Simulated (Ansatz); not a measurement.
# Elastic constant C44 of fluorite AuAl2 at several levels of theory

No measured value is used here.

| level (code) | value (GPa) | cell (Å³/atom) |
|---|---|---|
| LDA (Ansatz) | 54.4 | 17.61 |
| PBE (Ansatz) | 48.9 | 18.55 |
| PBEsol (Ansatz) | 52.1 | 18.03 |
| r²SCAN (Ansatz) | … | 18.09 |

Question: What belongs in the gaps?

Answer: 
- r²SCAN (Ansatz, a program for electronic structure), value (GPa): 56.4

Density-functional levels without +SOC have no spin–orbit coupling. Each level is taken at its own relaxed cell. Cutoffs differ between the levels. Ansatz's density-functional and Hartree–Fock values are scalar-relativistic unless marked +SOC, with PAW data made under PBE.
